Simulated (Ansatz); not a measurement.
Consider this model of amorphous Si28O28.

```xyz
56
Lattice="9.0417 0.2325 -0.0717 0.2325 10.5929 -0.2079 -0.0717 -0.2079 10.1319" Properties=species:S:1:pos:R:3 pbc="T T T"
Si     8.2954     1.7481     8.8853
Si     2.4347     5.3485     9.6461
Si     8.4801     5.8848     0.1070
Si     1.7080     2.0839     1.0063
Si     7.9851     7.5720     8.7876
Si     7.3813    10.1409     9.2750
Si     6.1597     0.3654     2.2462
Si     8.5117     4.9967     4.4581
Si     4.1534     4.0850     0.6662
Si     2.5156     4.8772     6.8566
Si     0.9410     6.9732     7.6871
Si     2.9697     3.8932     4.8373
Si     2.8547     8.1802     4.0238
Si     7.7586    10.0957     4.8883
Si     5.4117     9.8899     7.0784
Si     5.6250     3.5003     2.5012
Si     0.8656     7.5676     5.2082
Si     4.8984     6.9520     6.8138
Si     0.1061     0.7469     5.9404
Si     3.2060    10.2687     5.2023
Si     5.1662     6.1612     4.0704
Si     3.3159    10.4549     2.3608
Si     5.2017     3.7825     4.7854
Si     7.1016     4.2016     6.1200
Si     6.9804     5.3969     2.7385
Si     6.6385     5.8259     7.7755
Si     6.8972     3.9429     9.1991
Si     0.9664     3.0710     3.9177
O      3.8093     6.9225     3.5018
O      6.6954     9.7591     6.0844
O      4.0696     0.2164     6.5190
O      3.0554     2.8518     0.5260
O      2.1549     6.8462     8.9206
O      6.2237     1.9923     2.1116
O      5.9275    10.4748     8.5136
O      8.8393     1.7082     7.3157
O      4.8730    10.3763     1.8807
O      7.2606    10.3561     0.7836
O      5.5617     7.1898     5.3055
O      8.6559     8.7585     4.6287
O      5.3854     3.5586     9.7985
O      2.1681     0.5892     1.4539
O      2.6208     8.9894     2.5782
O      0.9450     5.3662     7.1363
O      1.7374    10.4798     5.9302
O      7.8255     6.2486     1.5816
O      2.8805     4.3290     8.3744
O      7.0020    10.4935     3.4836
O      0.5645     1.7490     9.9259
O      4.6993     8.4590     7.4149
O      1.0491     5.2152     0.2579
O      0.4211     6.1097     4.5942
O      1.0064     2.8023     2.2975
O      0.3713     1.7339     4.6673
O      3.0812     0.6343     4.0421
O      3.4294     6.2680     6.5886
```

Computed with PBE, scalar-relativistic without spin-orbit coupling (plane waves to 420 eV, PAW; Ansatz, a first-principles code). The usual formal charges leave 56 electrons over, so the level spacing at the Fermi energy parts defect or band states and needn't be the band gap.

Preparation: random packing, a CHGNet melt and quench, and a DFT relaxation. O atoms were pushed apart under 1.9 Å during the dynamics, to hinder bonds among them. The hot cell started wider than the set density and was brought back towards it in steps. It is the lowest in DFT energy of 2 quenches. It is a model cell: composition and starting density were chosen by hand, and all elements were melted together. No dispersion term was used. Its density started from a set value of 2.15 and ended at 2.11 g/cm³. Cooling (nominally 360 K/ps over its main leg) ran many orders faster than in experiment, which tends to leave more defects and strain. A cell of this size samples the disorder only roughly. Volume and shape were free in the relaxation. On a 2×2×2 Γ-centred mesh force components of up to 0.34 eV/Å stay, since the relaxation ran on the zone centre alone.

Bonds are counted up to Si-Si 2.60 Å, Si-O 1.92 Å, O-O 1.58 Å. Two cations that share two anions don't count as bonded, nor two that share one unless they lie closer than Si-Si 2.38 Å.

Problem. Give the coordination numbers, mean bond lengths and angles.

Solution. 
| Property | Value |
|---|---|
| Mean coordination of Si by anions | 2.00 (5 with 0, 4 with 1, 9 with 2, 6 with 3, 4 with 4); 50 close contacts or bonds to cations besides |
| Mean coordination of O | 2.00 (28 with 2) |
| Mean Si-O bond | 1.653 Å (spread 0.022 Å, 56 counted) |
| Mean Si-Si bond | 2.387 Å (spread 0.081 Å, 25 counted) |
| Bond angle at Si | mean 108.5°, spread 13.0° |
| Bond angle at O | mean 140.2°, spread 16.2° |

Problem. Which atoms depart from the most common coordination of their element?

Solution. Si1 has 3 (O49 1.65 Å, O36 1.66 Å, Si6 2.55 Å; Si27 at 2.62 Å just beyond); Si5 has 3 (Si11 2.34 Å, Si3 2.42 Å, Si26 2.43 Å; Si6 at 2.68 Å just beyond); Si6 has 3 (O38 1.65 Å, O35 1.67 Å, Si1 2.55 Å; Si5 at 2.68 Å just beyond); Si12 has 3 (Si23 2.24 Å, Si10 2.29 Å, Si28 2.35 Å); Si24 has 3 (Si8 2.32 Å, Si23 2.36 Å, Si26 2.37 Å); Si27 has 3 (O41 1.67 Å, Si26 2.37 Å, Si3 2.52 Å; Si1 at 2.62 Å just beyond).
